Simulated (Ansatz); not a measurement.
Start from K in the bcc (W type) structure (space group Im-3m, No. 229; a = 5.215 Å; relaxed with 0.1 eV smearing).

The values are results of Ansatz (a quantum-chemistry and plane-wave program), PBEsol, PAW, cutoff 420 eV, without spin-orbit coupling, not measurements.

Strains are applied to the cell and any free atomic positions relax.

One change was made to it. Results:

```json
[
 {"quantity": "energy relative to the base (free energy F)", "base": "0 meV/atom", "after": "+4.0 meV/atom"},
 {"quantity": "pressure", "base": "0.0 GPa", "after": "-0.2 GPa"}
]
```

Question: Name the change that was made.
A. isotropic strain +0.50 %
B. isotropic strain −1.50 %
C. isotropic strain +2.00 %
D. isotropic strain +2.50 %
E. isotropic strain −0.50 %

Answer: D, isotropic strain +2.50 %. For comparison, the energy relative to the base in the other runs: isotropic strain +2.00 % gives +2.5 meV/atom; isotropic strain −0.50 % gives +0.3 meV/atom; isotropic strain −1.50 % gives +1.9 meV/atom; isotropic strain +0.50 % gives +0.1 meV/atom.

No phonon test of stability was made.
